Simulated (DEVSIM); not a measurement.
System: Si p-n junction from an implanted or diffused profile, at 300 K.

```
layer (left to right)  material  thickness (μm)  Nd (cm⁻³)  τn (s)  τp (s)
---------------------  --------  --------------  ---------  ------  ------
1                            Si            4.20     1.4e16    2e-6    2e-6
```

Added acceptor profile: 1.1e19 cm⁻³ × exp(−(x − 0.094 μm)²/(2·(0.043 μm)²)). Left contact: ohmic. Right contact: ohmic. Voltage is applied to the left contact. Recombination: SRH at mid-gap, radiative. Mobility is μmin + (μ − μmin)/(1 + (N/Nref)^α).

Constants are typed, rounded textbook-type inputs, not results; the design itself was drawn at random and stands for no fabricated device. Values at 300 K.

| parameter | Si |
|---|---|
| gap (eV) | 1.124 |
| affinity (eV) | 4.05 |
| permittivity | 11.7 |
| Nc (cm⁻³) | 2.86e19 |
| Nv (cm⁻³) | 3.1e19 |
| μn (cm²/Vs) | 1417 |
| μp (cm²/Vs) | 470 |
| μn,min | 52 |
| μp,min | 45 |
| Nref,n | 9.7e16 |
| Nref,p | 2.2e17 |
| αn | 0.68 |
| αp | 0.72 |
| B (cm³/s) | 4.7e-15 |

DEVSIM, 1D drift-diffusion, Boltzmann statistics, complete ionisation; no tunnelling, impact ionisation, image-force lowering or self-heating.

The thickness of layer 1 was swept, all else fixed.

```json
[
 {"thickness of layer 1 (μm)": "0.84", "dark forward voltage at 1 A/cm² (V)": "0.567", "dark forward voltage at 100 A/cm² (V)": "0.692"},
 {"thickness of layer 1 (μm)": "1.5", "dark forward voltage at 1 A/cm² (V)": "0.589", "dark forward voltage at 100 A/cm² (V)": "0.716"},
 {"thickness of layer 1 (μm)": "2.5", "dark forward voltage at 1 A/cm² (V)": "0.606", "dark forward voltage at 100 A/cm² (V)": "0.735"},
 {"thickness of layer 1 (μm)": "4.2", "dark forward voltage at 1 A/cm² (V)": "0.621", "dark forward voltage at 100 A/cm² (V)": "0.753"},
 {"thickness of layer 1 (μm)": "7.1", "dark forward voltage at 1 A/cm² (V)": "0.635", "dark forward voltage at 100 A/cm² (V)": "0.773"},
 {"thickness of layer 1 (μm)": "13", "dark forward voltage at 1 A/cm² (V)": "0.650", "dark forward voltage at 100 A/cm² (V)": "0.795"},
 {"thickness of layer 1 (μm)": "21", "dark forward voltage at 1 A/cm² (V)": "0.662", "dark forward voltage at 100 A/cm² (V)": "0.813"}
]
```

From the first row to the last the dark forward voltage at 1 A/cm² goes from 0.567 to 0.662. From the first row to the last the dark forward voltage at 100 A/cm² goes from 0.692 to 0.813.
